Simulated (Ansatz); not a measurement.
Mn on the Si site in beta Si3N4 (start: the Si(1,4-fold) site; 84-site cell, 2×2×2 shifted sampling). Computed with PBE, PAW (plane waves to 420 eV; Ansatz, a program for electronic structure). Total energies of the localised charge states, counted from that of charge +1, and their image corrections (point charge with alignment); the host's valence-band maximum lies at 8.028 eV on the cells' energy zero and its gap is 4.25 eV.

```
charge  moment (μB)  E − E(first) (eV)  correction (eV)
------  -----------  -----------------  ---------------
+1              2.0              0.000            0.288
0               3.0              8.952            0.000
−1              4.0             18.326            0.137
−2              5.0             28.402            0.730
```

### Question
Derive the transition levels above the valence-band maximum and say which of them are thermodynamic.

### Answer
A level is the Fermi energy at which two charges have equal formation energy: ε(q/q′) = [E(q′) + corr(q′) − E(q) − corr(q)] / (q − q′) − E_VBM.
ε(+1/0) = [(8.952 + 0.000) − (0.000 + 0.288)] / 1 − 8.028 = 0.64 eV
ε(0/−1) = [(18.326 + 0.137) − (8.952 + 0.000)] / 1 − 8.028 = 1.48 eV
ε(−1/−2) = [(28.402 + 0.730) − (18.326 + 0.137)] / 1 − 8.028 = 2.64 eV
Thermodynamic levels at least 0.1 eV inside the gap: (+1/0) at 0.64 eV; (0/−1) at 1.48 eV; (−1/−2) at 2.64 eV. They hold to tenths of an eV in this cell. Only the charges listed were compared. Flagged in the runs: a host whose relaxation on this sampling wasn't shown to rest.
